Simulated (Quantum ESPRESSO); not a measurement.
Refining one setting for Ta2O5 (Cm, 21 atoms in the cell)

```xyz
21
Lattice="6.3303 -3.4994 0.0000 6.3303 3.4994 0.0000 -3.7832 0.0000 6.0810" Properties=species:S:1:pos:R:3 pbc="T T T"
Ta     2.7846    -1.8470     5.9887
Ta     2.7846     1.8470     5.9887
Ta     9.8838     0.0000     0.1531
Ta     7.5897     0.0000     2.8723
Ta     1.7383     0.0000     3.4770
Ta    -0.6129     0.0000     5.9502
O     11.8787     0.0000     0.4839
O      9.3224     0.0000     1.9547
O      2.1329    -1.8831     3.9518
O      2.1329     1.8831     3.9518
O      4.7491    -1.4577     5.8670
O      4.7491     1.4577     5.8670
O      4.4982    -1.4047     0.1857
O      4.4982     1.4047     0.1857
O      6.3709     0.0000     4.2951
O      6.8034    -1.3657     1.7546
O      6.8034     1.3657     1.7546
O      2.7115     0.0000     5.2505
O      2.4557     0.0000     1.7336
O     -0.0459     0.0000     4.0040
O     -2.5776     0.0000     5.3522
```

Computed with PBEsol, GBRV 1.5 ultrasoft (PBESOL) pseudopotentials (plane waves; Quantum ESPRESSO).

The starting cell comes from a database of computed structures (which also holds hypothetical and non-ambient phases and stackings), without a prior relaxation at this level. Spin-orbit coupling is off.

Held fixed: ecutwfc = 40 Ry; ecutrho = 320 Ry; occupations = fixed; potentials = {Ta: ta_pbesol_v1.uspp.F.UPF, O: o_pbesol_v1.2.uspp.F.UPF}; K_POINTS = automatic 3 3 3 0 0 0; nbnd = 92; mixing_beta = 0.4.

ΔF is the free energy per atom less that of the last row (7.3e-14 Ry).

| conv_thr | ΔF (meV/atom) | pressure (GPa) | largest force (eV/Å) | gap on the mesh (eV) | iterations |
|---|---|---|---|---|---|
| 0.0073 Ry | 1.85 | 2.98 | 0.287 | 3.188 | 5 |
| 0.00073 Ry | 0.11 | -2.32 | 0.178 | 3.147 | 7 |
| 7.3e-05 Ry | 0.01 | -1.46 | 0.185 | 3.164 | 9 |
| 7.3e-06 Ry | 0.00 | -1.59 | 0.176 | 3.163 | 10 |
| 7.3e-07 Ry | 0.00 | -1.64 | 0.170 | 3.162 | 12 |
| 7.3e-08 Ry | 0.00 | -1.65 | 0.170 | 3.162 | 14 |
| 7.3e-10 Ry | 0.00 | -1.65 | 0.170 | 3.162 | 16 |
| 1e-10 Ry | 0.00 | -1.65 | 0.170 | 3.162 | 18 |
| 7.3e-12 Ry | 0.00 | -1.65 | 0.170 | 3.162 | 19 |
| 7.3e-14 Ry | 0.00 | -1.65 | 0.170 | 3.162 | 22 |

Largest force within 0.01 eV/Å of the last row: from conv_thr = 7.3e-06 Ry on; the one before it is off by 0.015 eV/Å. The value it settles on is 0.170 eV/Å at this level of theory and with the other settings as held.

Gap on the mesh within 0.01 eV of the last row: from conv_thr = 7.3e-05 Ry on; the one before it is off by 0.015 eV. The value it settles on is 3.162 eV at this level of theory and with the other settings as held.

Gaps are taken between levels on the mesh.
